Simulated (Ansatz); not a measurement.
The cell is built on a prototype and need not be the phase stable at ambient conditions.

By r2SCAN, the system below comes out a metal.

A figure of merit of an interconnect metal is its ballistic conductance per area.

Given:

```
CELL_PARAMETERS angstrom
      5.00327     0.00000     0.00000
     -2.50164     4.33296     0.00000
      2.50164     1.44432     4.08515
ATOMIC_POSITIONS crystal
  Te 0.50000 0.25000 0.25000
  Te 0.00000 0.50000 0.50000
```

Space group of this cell: Fd-3m, diamond. The cell was relaxed by PBE-D3(BJ); by r2SCAN its mean pressure is 0.9 GPa.

The current flows along the normal of the first two printed cell vectors. No spin-orbit coupling; the value is a mean over 0.1 eV about the Fermi level.

### Question
Compute, with r2SCAN (Ansatz, a quantum-chemistry and plane-wave program), the ballistic conductance per area.

### Answer
0.48 × 10¹⁵ S/m² for both spins.
